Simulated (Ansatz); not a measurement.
**Pressure series in HfS2**

The parent structure is HfS$_{2}$ in the CdI2 type structure (space group P-3m1, No. 164; a = 3.606 Å, c = 5.768 Å; layered, stacked along the Cartesian z axis).

Cell and atoms are relaxed at each pressure.

Computed with PBE-D3(BJ) (Ansatz, a first-principles code; PAW; 420 eV plane waves; no spin-orbit coupling).

```json
[
 {"change": "base", "width of the top valence band": "2.10 eV", "smallest direct gap": "1.81 eV", "band gap": "0.85 eV"},
 {"change": "pressure −1 GPa", "width of the top valence band": "1.93 eV", "smallest direct gap": "1.89 eV", "band gap": "1.03 eV"},
 {"change": "pressure 0.3 GPa", "width of the top valence band": "2.14 eV", "smallest direct gap": "1.78 eV", "band gap": "0.80 eV"},
 {"change": "pressure 0.7 GPa", "width of the top valence band": "[?]", "smallest direct gap": "[?]", "band gap": "[?]"},
 {"change": "pressure 1.5 GPa", "width of the top valence band": "2.29 eV", "smallest direct gap": "1.67 eV", "band gap": "0.64 eV"},
 {"change": "pressure 3 GPa", "width of the top valence band": "2.40 eV", "smallest direct gap": "1.55 eV", "band gap": "0.49 eV"},
 {"change": "pressure 5 GPa", "width of the top valence band": "2.58 eV", "smallest direct gap": "1.42 eV", "band gap": "0.31 eV"},
 {"change": "pressure 7.5 GPa", "width of the top valence band": "2.74 eV", "smallest direct gap": "1.27 eV", "band gap": "0.12 eV"},
 {"change": "pressure 10 GPa", "width of the top valence band": "–", "smallest direct gap": "–", "band gap": "zero"}
]
```

Q: What belongs in the blanks?

A: 
- pressure 0.7 GPa, width of the top valence band: 2.20 eV
- pressure 0.7 GPa, smallest direct gap: 1.74 eV
- pressure 0.7 GPa, band gap: 0.74 eV

A case with no gap was solved on a k-mesh chosen for an insulator, which is coarse for it. With Hf present, leaving out spin-orbit coupling can change the band edges. Load acts through the strain it causes; cell and atoms are relaxed under it. Whether these cells are dynamically stable was not tested. Competing high-pressure phases were not computed. All final runs are without spin polarisation. The zero or small gap of HfS2 under pressure 7.5 GPa and HfS2 under pressure 10 GPa can change with the level of theory.
